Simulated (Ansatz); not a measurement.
# GaN, pressure series

Consider GaN in the wurtzite structure (space group P6_3mc, No. 186; a = 3.1833 Å, c = 5.1839 Å).

Cell and atoms are relaxed at each pressure.

Calculations: r2SCAN/PAW in Ansatz (a program for electronic structure), no spin-orbit coupling, earlier PAW set.

Candidates:
(a) pressure 3 GPa
(b) pressure 75 GPa
(c) pressure −1 GPa
(d) pressure −2 GPa
(e) pressure 30 GPa

Base values:

The band gap is 2.35 eV.

Problem. Order them by band gap, highest first.

Solution. (b) pressure 75 GPa (3.95 eV), (e) pressure 30 GPa (3.18 eV), (a) pressure 3 GPa (2.45 eV), (c) pressure −1 GPa (2.32 eV), (d) pressure −2 GPa (2.28 eV)

Load acts through the strain it causes; cell and atoms are relaxed under it. No phonon test of stability was made. Measured, GaN leaves this structure (for rock salt) near 47 GPa (temperature not stated; as listed in Datta, Sujoy, Jana, Debnarayan, arXiv (2020)), on rising pressure, with hysteresis.
